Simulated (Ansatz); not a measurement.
## Ansatz run on Be₂C (Fm-3m, 3 atoms in the cell): self-consistent single point

Computed with LDA (PW92), default PAW files made with PBE (plane waves; Ansatz, an electronic-structure program).

Input as run:

Ansatz 0.2 input:
```yaml
crystal:
  lattice:
    - [0.000000, 2.163490, 2.163490]
    - [2.163490, 0.000000, 2.163490]
    - [2.163490, 2.163490, 0.000000]
  atoms:
    - { symbol: Be, position: [0.250000, 0.250000, 0.250000] }
    - { symbol: Be, position: [0.750000, 0.750000, 0.750000] }
    - { symbol: C, position: [0.000000, 0.000000, 0.000000] }
basis:
  ecutwfc: 420.0 eV
kpoints:
  mp_grid: { grid: [10, 10, 10] }
hamiltonian:
  xc: lda
  pseudopotentials: { kind: paw }
scf:
  occupations: { method: fermi_dirac, width: 0.02 eV }
output:
  forces: true
  eigenvalues: true
  stress: true
```

The program printed (abridged):

```
WARN ansatz: RAYON_NUM_THREADS=1 ignored (pool sized by the plan → 1); use --threads N
Pseudopotentials: kind: paw
Pseudopotential: Be, paw, valence charge 2
Pseudopotential: C, paw, valence charge 4
Crystal: 3 atoms, lattice volume = 20.253 Å³
Basis set: ecut = 420 eV, 411 PW (Γ)
Bands: 8, of which v1, the nominal top of the filled ones, is band 4 counted from 1 (3 counted from 0)
Symmetry: 48 space group operations
Space group: Fm-3m (ITA 225), of the structure as read, at distance tolerance 2.7e-5 Å
k-points: 47 of 1000
PAW frozen core: Be, regenerated for the run's functional, and the local potential with it
PAW frozen core: C, regenerated for the run's functional, and the local potential with it
Initial density: superposition of atomic densities (neutral atoms: chi_scale 0, normalization atom), corrected by the library's trained network
Initial wavefunctions: pseudopotential atomic-orbital guess
Eigensolver: davidson
Functional: x = slater, c = lda
SCF iter   1: F=—  HF=-420.336493 eV  |F-HF|=—  |Δ(HF+E_count)|=         —  Δρ=4.48e-3  dr2=2.47e-3  ethr=1.77e-3  ⟨swp⟩=6.0  Hψ=2856  notcnv=0
all-band conjugate gradients solve this SCF's bands
preconditioner: auto → none
SCF iter   2: F=—  HF=-420.335484 eV  |F-HF|=—  |Δ(HF+E_count)|=   1.01e-3  Δρ=2.23e-3  dr2=3.79e-4  ethr=3.09e-5  ⟨swp⟩=1.9  Hψ=868  notcnv=0
SCF iter   3: F=—  HF=-420.335287 eV  |F-HF|=—  |Δ(HF+E_count)|=   1.97e-4  Δρ=6.08e-4  dr2=6.79e-5  ethr=4.73e-6  ⟨swp⟩=2.3  Hψ=569  notcnv=0
SCF iter   4: F=—  HF=-420.335258 eV  |F-HF|=—  |Δ(HF+E_count)|=   2.90e-5  Δρ=2.65e-5  dr2=9.98e-8  ethr=8.49e-7  ⟨swp⟩=2.3  Hψ=521  notcnv=0
iter 5 did not close the SCF: its close was put off for the readings that it lacked (scf_convergence_deferred on its scf_iter line)
SCF iter   5: F=-420.335258 eV  HF=-420.335258 eV  |F-HF|=7.94e-9  |Δ(HF+E_count)|=   5.20e-8  Δρ=7.47e-6  dr2=9.85e-9  ethr=1.25e-9  ⟨swp⟩=2.0  Hψ=548  notcnv=0
SCF iter   6: F=-420.335258 eV  HF=-420.335258 eV  |F-HF|=1.58e-10  |Δ(HF+E_count)|=   3.57e-9  Δρ=1.11e-6  dr2=2.13e-10  ethr=1.23e-10  ⟨swp⟩=1.5  Hψ=1136  notcnv=0
SCF 1 converged in 6 iterations: F = -420.335258 eV  dr2 = 2.13e-10
SCF converged after 6 iterations
Free energy (F): -420.335258 eV
Harris-Foulkes:  -420.335258 eV  (|F-HF|=1.58e-10)
Internal energy: -420.335258 eV  (E = F + TS)
E sigma→0 (E₀):  -420.335258 eV
Fermi energy:    9.972077 eV
--- Per-component energies (eV) ---
  E_band       = 23.906427
  E_kinetic    = 135.748402
  E_local      = -89.126252  (includes V_loc(G=0)·N_el)
  E_nonlocal   = 36.791789
  E_hartree    = 27.285413
  E_xc         = -88.802935
  E_vxc        = -103.400387  (∫ρ·V_xc dr)
  E_paw        = -202.055105  (= ΣΔE_a)
  E_vpaw       = -10.678083  (= ΣTr[D̂ρ^β])
  E_aug_tail   = 0.000009  (compensation charges beyond the density's cutoff)
  E_ewald      = -240.299985
  E_core_change = 0.123407  (= ΣΔE_core)
  E_smearing   = -0.000000  (= −TS)
  E_closure    = 0.000000  (closes the sum)
  Σ components = -420.335258   (vs F -420.335258, Δ=0.00e0)
--- Forces (eV/Å), atoms counted from 1 ---
  atom   1  Be     0.00000000    -0.00000000     0.00000000
   [... zero for the other atoms too ...]
  max |Σ_I F_I| component: 9.25e-18 eV/Å
--- Stress (GPa, compression-positive) ---
       -8.266889       0.000000       0.000000
       -0.000000      -8.266889      -0.000000
        0.000000      -0.000000      -8.266889
  P = ⅓ Tr σ = -8.2669 GPa (-82.669 kbar)
  The stress holds the Pulay correction. Without it, at fixed plane waves, as pw.x and ABINIT print it: P = -8.6254 GPa
--- Band table (eV; the first three rows and the last of 47) ---
  k-point 0: bands = ["-5.4979", "9.3791", "9.3791", "9.3791", "13.4123", "13.4123", "13.4123", "16.2503"]
  k-point 1: bands = ["-5.3397", "8.0620", "9.0711", "9.0711", "13.8578", "13.8578", "14.2690", "16.5875"]
  k-point 2: bands = ["-4.8707", "5.7454", "8.4804", "8.4804", "14.6005", "14.6005", "15.2516", "17.4685"]
  k-point 46: bands = ["-1.5993", "3.2205", "3.2332", "3.8182", "14.2672", "17.6755", "18.3491", "20.2641"]
```

The run converged in 6 iterations.

The starting cell has typed, rounded lattice constants, without a prior relaxation at this level. Its lattice was rescaled by up to half a per cent. With a pressure of about -8 GPa the cell is away from its equilibrium volume at this level. Ansatz's pressure includes its estimate of the finite-basis (Pulay) stress.
